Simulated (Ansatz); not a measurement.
Band structure of Zr3Hg (Pm-3n, 8 atoms in the cell).

```xyz
8
Lattice="5.5912 0.0000 0.0000 0.0000 5.5912 0.0000 0.0000 0.0000 5.5912" Properties=species:S:1:pos:R:3 pbc="T T T"
Zr     2.7956     1.3978     0.0000
Zr     2.7956     4.1934     0.0000
Zr     1.3978     0.0000     2.7956
Zr     4.1934     0.0000     2.7956
Zr     0.0000     2.7956     1.3978
Zr     0.0000     2.7956     4.1934
Hg     2.7956     2.7956     2.7956
Hg     0.0000     0.0000     0.0000
```

Method: PBEsol with spin-orbit coupling, default PAW files made with PBE (plane waves; Ansatz, an electronic-structure program).

Settings: kpoints.mp_grid.grid = 5 5 5; kpoints.mp_grid.shift = 0.5 0.5 0.5; hamiltonian.xc = pbesol; hamiltonian.pseudopotentials = {kind: paw} (the program's default PAW files); magnetization.noncollinear = true; magnetization.spin_orbit = true; scf.occupations.method = cold; scf.occupations.width = 0.2 eV; kpoints.band_path.npoints = 10.

The starting cell comes from a database of computed structures (which also holds hypothetical and non-ambient phases and stackings), without a prior relaxation at this level.

Levels in eV from the Fermi level, bands 109 to 116:
| point | 109 | 110 | 111 | 112 | 113 | 114 | 115 | 116 |
|---|---|---|---|---|---|---|---|---|
| Γ | -0.81 | -0.81 | -0.81 | -0.81 | -0.52 | -0.52 | 0.63 | 0.63 |
| X | -0.01 | -0.01 | -0.01 | -0.01 | 0.22 | 0.22 | 0.22 | 0.22 |
| M | -0.59 | -0.59 | -0.13 | -0.13 | 0.97 | 0.97 | 1.01 | 1.01 |
| R | -0.30 | -0.30 | -0.30 | -0.30 | 1.22 | 1.22 | 1.22 | 1.22 |

Bands cross the Fermi level along this path, so the cell is metallic at this level.

The net moment of the cell came out as 0.00 μB.

Keys are those of Ansatz 0.2.
